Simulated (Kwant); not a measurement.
Model system: wire with a row of barriers in a Si two-dimensional gas. Effective mass 0.19 mₑ, grid spacing 10 nm, hard walls, nominal width 300 nm (29 grid rows, so walls 300 nm apart), one parabolic valley, scattering region 1000 nm long along x; energies count from the band bottom; Fermi energy swept from 1.7592e-05 to 0.00020891 eV. 2 barrier(s) across the wire, height 0.00072 eV, thickness 40 nm (about 4 grid columns), spaced by 160 nm.

The device is made up for the run: typed textbook-type constants, with dimensions and the other settings drawn at random.

Model: effective-mass tight-binding model on a square grid, one spin, coherent transport at 0 K (Kwant). Conductance is in e²/h.

### Question
How many channels do the leads carry at E = 0.160, 0.170 meV?

### Answer
The hard-wall thresholds are n² ħ²π²/(2mW²) = n² × 0.0220 meV with W = 300 nm. √(0.160/0.0220) = 2.69, so 2. √(0.170/0.0220) = 2.78, so 2.
